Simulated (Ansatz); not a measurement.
A free linear chain of Mo atoms, relaxed period 4.953 Å, atoms relaxed at each strain.

```
strain  energy (meV a period)  axial force (nN)
------  ---------------------  ----------------
-0.015                   +9.0             -0.41
+0.015                   +7.7             +0.32
```

Computed with PBE (plane waves to 420 eV, PAW; Ansatz, an electronic-structure program). Mesh 1×1×70. Collinear spin, started with parallel moments, which vanish. It repeats along c; a and b span vacuum. A hypothetical model. Symmetry and one short period hold its shape; lower forms weren't sought. Values not marked SOC lack spin–orbit coupling. Buckling under compression is shut out by symmetry and the short period. Energies are free energies at a Fermi–Dirac width of 0.02 eV, from the unstrained cell.

### Question
Work out the axial stiffness dF/dε in two ways.

### Answer
From the forces: (+0.32 − (-0.41))/0.030 = 24.3 nN. From the energies: (E₊ + E₋)/(ε² c) = 0.0167 eV/(0.015² × 4.953 Å) = 14.99 eV/Å = 24.0 nN. The two agree to within 2 %.
